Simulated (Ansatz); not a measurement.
Take BP in the zinc blende structure (space group F-43m, No. 216; a = 4.5202 Å) as the base.

Calculations: PBEsol in Ansatz (plane waves to 420 eV, PAW, spin-orbit coupling left out).

Strains are applied to the cell and any free atomic positions relax.

One change was made to it. Results:

The energy grows by 1.4 meV/atom; the band gap goes up by 0.02 eV to 1.13 eV.

### Question
What was done to the base?
(A) isotropic strain +1.50 %
(B) isotropic strain +2.50 %
(C) isotropic strain +0.50 %

### Answer
C, isotropic strain +0.50 %. For comparison, the band gap in the other runs: isotropic strain +1.50 % gives 1.17 eV; isotropic strain +2.50 % gives 1.21 eV.

Stability against distortions was not tested.

Ansatz is a program for electronic structure.
